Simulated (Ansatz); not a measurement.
Consider Pb in the fcc (Cu type) structure (space group Fm-3m, No. 225; a = 4.934 Å; relaxed with 0.1 eV smearing).

Calculations: PBEsol (Ansatz, an electronic-structure program), spin-orbit coupling left out.

For the base:

| Property | Result |
|---|---|
| Pressure | 0.0 GPa |
| Band gap | zero |

Now apply this change: every lattice vector is stretched by 2.00 %; the atoms relax in the strained cell.

Question: What happens to the energy relative to the base, pressure and band gap?

Answer: The energy rises by 15 meV/atom; the pressure goes from zero to -2.4 GPa; the band gap remains zero.

Stability against distortions was not tested.
